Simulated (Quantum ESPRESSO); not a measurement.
Sensitivity of a calculation on TiOF (P4/mmm, 3 atoms in the cell) to its settings

```
CELL_PARAMETERS angstrom
      2.86246     0.00000     0.00000
      0.00000     2.86246     0.00000
      0.00000     0.00000     3.93521
ATOMIC_POSITIONS crystal
  Ti 0.00000 0.00000 0.00000
  O  0.50000 0.50000 0.00000
  F  0.00000 0.00000 0.50000
```

Base run A: Quantum ESPRESSO with PBEsol, PSlibrary PAW (PBE) pseudopotentials, self-consistent single point.

Its settings: ecutwfc = 60 Ry; ecutrho = 660 Ry; occupations = smearing; smearing = methfessel-paxton; degauss = 0.0036749 Ry; input_dft = pbesol; K_POINTS = automatic 9 9 7 0 0 0; conv_thr = 1e-09 Ry.

The starting cell comes from a database of computed structures (which also holds hypothetical and non-ambient phases and stackings), without a prior relaxation at this level. Spin polarisation is off; with an odd number of electrons in the cell that forces a metal, and a magnetic state may lie lower. In the base run, with a pressure of about -3 GPa the cell is away from its equilibrium volume at this level.

ΔF is the free energy per atom less that of run A. A dash stands where there is no value to compare (another energy zero or no entropy term, no result, no spin, no clean gap, or a mesh too coarse for one). Absolute energies have different zeros for different potentials, functionals, Hubbard and dispersion terms and are not compared across them.

Runs:
- B: K_POINTS: automatic 9 9 7 0 0 0 → automatic 8 8 6 1 1 1
- C: conv_thr: 1e-09 Ry → 7.3e-07 Ry
- D: degauss: 0.0036749 Ry → 0.02205 Ry; K_POINTS: automatic 9 9 7 0 0 0 → automatic 11 11 8 0 0 0
- E: HUBBARD: default → atomic; U Ti-3d 1 eV [PBEsol+U]
- F: ecutwfc: 60 Ry → 120 Ry; ecutrho: 660 Ry → 1320 Ry
- G: K_POINTS: automatic 9 9 7 0 0 0 → automatic 11 11 8 0 0 0
- H: nbnd: default → 13
- I: mixing_ndim: default → 16
- J: ecutwfc: 60 Ry → 85 Ry; ecutrho: 660 Ry → default; input_dft: pbesol → default; pseudopotentials: {Ti: Ti.pbe-spn-kjpaw_psl.1.0.0.UPF, O: O.pbe-n-kjpaw_psl.0.1.UPF, F: F.pbe-n-kjpaw_psl.1.0.0.UPF} → {Ti: Ti.upf, O: O.upf, F: F.upf}
- K: mixing_beta: default → 0.2

```csv
run,ΔF (meV/atom),pressure (GPa),k-points
A,0.00,-3.37,60
B,6.7,-3.21,30
C,0.00,-3.19,60
D,3.0,-3.24,105
E,–,-2.18,60
F,-17.0,-2.71,60
G,2.3,-3.19,105
H,15.7,-2.90,60
I,0.00,-3.37,60
J,–,-4.06,60
K,0.00,-3.37,60
```

Run C against A: The free energy is nearly the same (within 1 meV/atom) and the pressure goes from -3.37 to -3.19 GPa.

Run H against A: The free energy goes up by 15.7 meV/atom and the pressure goes from -3.37 to -2.90 GPa.
